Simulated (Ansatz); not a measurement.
Worked example: zone-centre phonon calculation of AlNi (Cmmm, 2 atoms in the cell) in Ansatz (an electronic-structure program).

Method of the run: LDA (PW92), default PAW files made with PBE (plane waves; Ansatz).

```
AlNi
1.0
    1.93288    -1.94733     0.00000
    1.93288     1.94733     0.00000
    0.00000     0.00000     3.09013
Al Ni
1 1
Direct
  0.00000   0.00000   0.00000
  0.50000   0.50000   0.50000
```

Reference input (self-consistent single point, DFT, LDA (PW92), plane waves, default PAW files made with PBE): basis.ecutwfc = 30.9 Ry; kpoints.mp_grid.grid = 12 12 11; hamiltonian.xc = lda; hamiltonian.pseudopotentials = {kind: paw} (the program's default PAW files); scf.occupations.method = gaussian; scf.occupations.width = 0.0073 Ry. This run's input differs from it in these lines:

```diff
@@ -21,6 +21,6 @@
     width: 0.0073 Ry
-output:
-  forces: true
-  eigenvalues: true
-  stress: true
+  convergence:
+    dr2_threshold: 1.0e-07 eV
+phonons:
+  method: dfpt
```

Output, abridged:

```
SCF iter   1: F=—  HF=-6287.621789 eV  |F-HF|=—  |Δ(HF+E_count)|=         —  Δρ=1.36e-2  dr2=1.72e-2  ethr=1.77e-3  ⟨swp⟩=4.6  Hψ=17686  notcnv=0
all-band conjugate gradients solve this SCF's bands
preconditioner: auto → none
SCF iter   2: F=—  HF=-6287.618432 eV  |F-HF|=—  |Δ(HF+E_count)|=   3.36e-3  Δρ=3.13e-3  dr2=9.45e-4  ethr=8.21e-5  ⟨swp⟩=3.0  Hψ=8632  notcnv=0  defer=40
SCF iter   3: F=—  HF=-6287.618232 eV  |F-HF|=—  |Δ(HF+E_count)|=   2.00e-4  Δρ=9.87e-4  dr2=1.44e-4  ethr=4.50e-6  ⟨swp⟩=1.2  Hψ=4220  notcnv=0  defer=40
SCF iter   4: F=—  HF=-6287.618201 eV  |F-HF|=—  |Δ(HF+E_count)|=   3.12e-5  Δρ=1.24e-4  dr2=3.82e-6  ethr=6.84e-7  ⟨swp⟩=1.0  Hψ=3776  notcnv=0  defer=40
SCF iter   5: F=—  HF=-6287.618206 eV  |F-HF|=—  |Δ(HF+E_count)|=   5.24e-6  Δρ=1.96e-5  dr2=4.97e-8  ethr=1.82e-8  ⟨swp⟩=2.2  Hψ=5277  notcnv=0  defer=40
SCF iter   6: F=-6287.618206 eV  HF=-6287.618206 eV  |F-HF|=1.22e-10  |Δ(HF+E_count)|=   4.17e-9  Δρ=2.10e-6  dr2=2.18e-10  ethr=2.36e-10  ⟨swp⟩=6.7  Hψ=22135  notcnv=0
SCF 1 converged in 6 iterations: F = -6287.618206 eV  dr2 = 2.18e-10
DFPT response loops at Γ: preconditioner auto → Kerker (q_TF=auto, 2.682 Å⁻¹) (partly filled bands, converged f_vac=0.000) …
Free energy (F): -6287.618206 eV
Internal energy: -6287.614297 eV  (E = F + TS)
E sigma→0 (E₀):  -6287.616252 eV
Entropy (-TS):   -0.003908 eV (-1.954 meV/atom)
Fermi energy:    14.100837 eV
--- Phonons (Γ-DFPT): 6 representative perturbations + reference, on 258 of 1584 k-points (Σ response iterations 25) ---
  k mesh reduced under 8 symmetry operations, with k and −k counted as one. Each operation leaves every solved displacement unchanged or reverses it
  ASR residual: 9.828e-4 → 0.000e0 eV/Å²; symmetrization residual: 6.080e-7 eV/Å²
  ASR residual per site (eV/Å²): 3.67e-4 9.83e-4
  Γ frequencies (cm⁻¹): 0.00 0.00 0.00 278.67 287.43 297.41
  non-analytic LO–TO correction: not included (Born effective charges unavailable; polar crystals: no LO–TO splitting at Γ)
```

The run converged in 6 iterations. 

Summary of the result:
| Item | Result |
|---|---|
| Free energy E − TS (on the zero of these files) | -6287.6182 eV |
| Fermi level (on the code's own zero) | 14.10 eV |
| Zone-centre frequencies (cm⁻¹; negative means imaginary) | 0, 0, 0, 279, 287, 297 |

The starting cell comes from a database of computed structures (which also holds hypothetical and non-ambient phases and stackings), without a prior relaxation at this level. Its lattice was rescaled by up to half a per cent. Spin polarisation is off.

Cost on one core of a shared machine: roughly 50 s.

Keys are those of Ansatz 0.2.
